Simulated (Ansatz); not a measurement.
Take PbF₂ in the fluorite structure (space group Fm-3m, No. 225; a = 5.8987 Å) as the base.

Method: PBEsol (Ansatz, a quantum-chemistry and plane-wave program; PAW; 420 eV plane waves; spin-orbit coupling left out).

Strains are applied to the cell and any free atomic positions relax.

One change was made to it. Results:

```csv
quantity,base,after
smallest direct gap,4.46 eV,4.46 eV
energy relative to the base (free energy F),0 meV/atom,+0.9 meV/atom
"valley order (the lowest conduction-band minima on the path, energy above the VBM, named in the base's zone)","X along ⟨100⟩ 4.31 eV; L along ⟨111⟩ 4.93 eV; a point along ⟨110⟩, about 0.6 Å⁻¹ from Γ 5.30 eV","X along ⟨100⟩ 4.31 eV; L along ⟨111⟩ 4.94 eV; a point along ⟨110⟩, about 0.6 Å⁻¹ from Γ 5.31 eV"
```

Problem. Which change produced these results?
A. isotropic strain +2.00 %
B. isotropic strain +1.50 %
C. isotropic strain −1.00 %
D. isotropic strain +0.50 %

Solution. D, isotropic strain +0.50 %. For comparison, the valley order in the other runs: isotropic strain +2.00 % gives X along ⟨100⟩ 4.31 eV; L along ⟨111⟩ 4.94 eV; a point along ⟨110⟩, about 0.6 Å⁻¹ from Γ 5.30 eV; isotropic strain +1.50 % gives X along ⟨100⟩ 4.31 eV; L along ⟨111⟩ 4.95 eV; a point along ⟨110⟩, about 0.6 Å⁻¹ from Γ 5.31 eV; isotropic strain −1.00 % gives X along ⟨100⟩ 4.29 eV; L along ⟨111⟩ 4.91 eV; a point along ⟨110⟩, about 0.6 Å⁻¹ from Γ 5.29 eV.

Spin-orbit coupling, missing from the scalar runs, can matter with Pb. Whether these cells are dynamically stable was not tested.
